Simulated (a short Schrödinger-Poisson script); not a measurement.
System: gated Al0.33Ga0.67As/GaAs δ-doped gas in a quantum well, at 20 K.

```csv
layer,material,thickness (nm),Na (cm⁻³)
1,Al0.33Ga0.67As,15,-
2,Al0.33Ga0.67As,2,-
3,GaAs,6,-
4,Al0.33Ga0.67As,4000,3e14
```

Constants are typed, rounded textbook-type inputs, not results; the design itself was drawn at random and stands for no fabricated device. Al0.33Ga0.67As: permittivity 11.96, conduction-band edge (eV) 0.261, gap (eV) 1.836, electron mass (mₑ) 0.0944, Nv at 300 K (cm⁻³) 9e18. GaAs: permittivity 12.9, conduction-band edge (eV) 0, gap (eV) 1.424, Nv at 300 K (cm⁻³) 9e18.

Channel valleys (confinement mass, in-plane density-of-states mass, number): Γ 0.067, 0.067, 1. At the gate the conduction-band edge of layer 1 lies 1.01 eV − eVg above the Fermi level of the channel; the field vanishes at the back. Sheet of ionised δ-doping: +3.5e12 e/cm² at 15 nm from the gate. The barrier under the gate holds no holes. Gaps are held at their typed values at every temperature. Mesh 0.08 nm at interfaces.

Solved with a short Schrödinger-Poisson script written for these runs: 1D Poisson equation in equilibrium, electrons quantum, Hartree plus LDA exchange-correlation (BenDaniel-Duke, 40 states a valley, the channel's in-plane mass for all, wave functions free to enter the barrier), parabolic valleys, classical holes, full ionisation, no traps, pinning or gate leakage.

The same stack at other levels of the model or other numerical settings:

```
run                                          sheet density of all electrons at Vg = 0.5 V (cm⁻²)  capacitance at Vg = 0.5 V (μF/cm²)  centroid of the channel electrons at Vg = 0.5 V (nm)  gate voltage at 1e11 electrons/cm² (V)  rough cost against the base
-------------------------------------------  ---------------------------------------------------  ----------------------------------  ----------------------------------------------------  --------------------------------------  ---------------------------
base                                                                                     1.51e12                               0.521                                                  2.71                                    0.07                      about 1
electrons treated as classical, Boltzmann                                                1.97e12                               0.617                                                  0.36                                    0.02                         0.02
electrons treated as classical, Fermi-Dirac                                              1.49e12                               0.492                                                  2.57                                    0.03                         0.08
mesh six times as coarse                                                                 1.51e12                               0.521                                                  2.70                                    0.07                          0.3
one subband a valley                                                                     1.51e12                               0.521                                                  2.71                                    0.07                          0.3
```

The classical rows ignore confinement, and Boltzmann statistics overrate the density once the band edge passes the Fermi level.
